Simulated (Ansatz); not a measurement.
Base system: GaSb in the zinc blende structure (space group F-43m, No. 216; a = 6.111 Å). Axes: x, y, z lie along the cube axes.

Calculations: Ansatz (an electronic-structure program), PBEsol, PAW, cutoff 420 eV, no spin-orbit coupling.

Before the change:

| Quantity | Value |
|---|---|
| Pressure | 0.0 GPa |
| Shortest interatomic distance | 2.646 Å |

Modification: compressive biaxial strain of 1.50 % in the plane normal to [001], as in epitaxy on a mismatched substrate; the out-of-plane cell vector and the atoms relax.

Problem. What does the calculation give for the pressure after the change?

Solution. The pressure (mean of the normal stresses, compression positive) goes from zero to 0.9 GPa.

Problem. Predict the new shortest interatomic distance.

Solution. The shortest interatomic distance drops by 0.014 Å to 2.632 Å.

Problem. How does this affect the energy relative to the base?

Solution. The energy grows by 3.5 meV/atom.

No phonon test of stability was made. All final runs are without spin polarisation.
